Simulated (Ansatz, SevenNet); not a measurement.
TiAl3 (model structure, started from the D022 type, I4/mmm, No. 139, 4 atoms in the cell): properties by level of theory

```json
[
 {"level (code)": "SevenNet-0", "lattice constant a (Å)": "3.836", "lattice parameter c (Å)": "8.677"},
 {"level (code)": "LDA (Ansatz)", "lattice constant a (Å)": "3.779", "lattice parameter c (Å)": "___"},
 {"level (code)": "PBEsol (Ansatz)", "lattice constant a (Å)": "3.816", "lattice parameter c (Å)": "8.550"}
]
```

**Question.** Fill in the missing entries.

**Answer.** 
- LDA (Ansatz, a quantum-chemistry and plane-wave program), lattice parameter c (Å): 8.482

Ansatz's density-functional and Hartree–Fock values are scalar-relativistic unless marked +SOC, with PAW data made under PBE.

The computed numbers hold no vibrational or temperature effects.

A model structure was made by putting elements into a prototype or built by hand; here it ended with the formula and space group of a phase in our tables.
